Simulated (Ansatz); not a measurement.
Ru: response to strain

Start from Ru in the hcp (Mg type) structure (space group P6_3/mmc, No. 194; a = 2.704 Å, c = 4.263 Å; relaxed with 0.1 eV smearing). Axes: x lies along a and z along c of the hexagonal cell.

Strains are applied to the cell and any free atomic positions relax.

All numbers come from r2SCAN (Ansatz, a first-principles code, PAW, scalar-relativistic without spin-orbit coupling).

Notes on the quantities. pressure: mean of the normal stresses, compression positive; energy relative to the base: free energy F.

| variant | volume per atom | pressure | energy relative to the base |
|---|---|---|---|
| base | 13.50 Å³ | 0.0 GPa | 0 meV/atom |
| uniaxial strain ε_zz = +0.50 % | 13.57 Å³ | -1.7 GPa | +0.7 meV/atom |
| uniaxial strain ε_zz = +1.00 % | 13.63 Å³ | -3.4 GPa | +2.8 meV/atom |
| uniaxial strain ε_zz = +1.50 % | 13.70 Å³ | -5.0 GPa | +6.2 meV/atom |
| uniaxial strain ε_zz = +2.00 % | 13.77 Å³ | -6.5 GPa | +11 meV/atom |
| uniaxial strain ε_zz = +2.50 % | 13.84 Å³ | -8.0 GPa | +17 meV/atom |
| uniaxial strain ε_zz = +3.00 % | 13.90 Å³ | -9.4 GPa | +24 meV/atom |

Whether these cells are dynamically stable was not tested. All final runs are without spin polarisation.
